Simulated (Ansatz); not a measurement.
# ZnSe: pressure series

Consider ZnSe in the zinc blende structure (space group F-43m, No. 216; a = 5.6661 Å).

Cell and atoms are relaxed at each pressure.

Method: r2SCAN, PAW, 500 eV (Ansatz, a program for electronic structure; no spin-orbit coupling), earlier PAW set.

| pressure (GPa) | band gap (eV) |
|---|---|
| -2 | 1.72 |
| -1 | 1.80 |
| 0 | 1.86 |
| 0.3 | 1.88 |
| 0.7 | 1.91 |
| 3 | 2.05 |
| 5 | ? |
| 7.5 | 2.28 |
| 10 | 2.39 |

Fit E_g = E₀ + αP + βP² to the rows shown and predict the withheld row.

Least squares on the printed values gives E₀ = 1.86 eV, α = 66.5 meV/GPa, β = -1.4 meV/GPa² (largest residual 0.01 eV); this predicts 2.16 eV, and the run gives 2.15 eV, in agreement.

Load acts through the strain it causes; cell and atoms are relaxed under it. Stability against distortions was not tested. Tetrahedral semiconductors of this kind turn to denser phases somewhere between about 1 and 50 GPa; those were not computed, so compressed cells here can lie past the real transition.
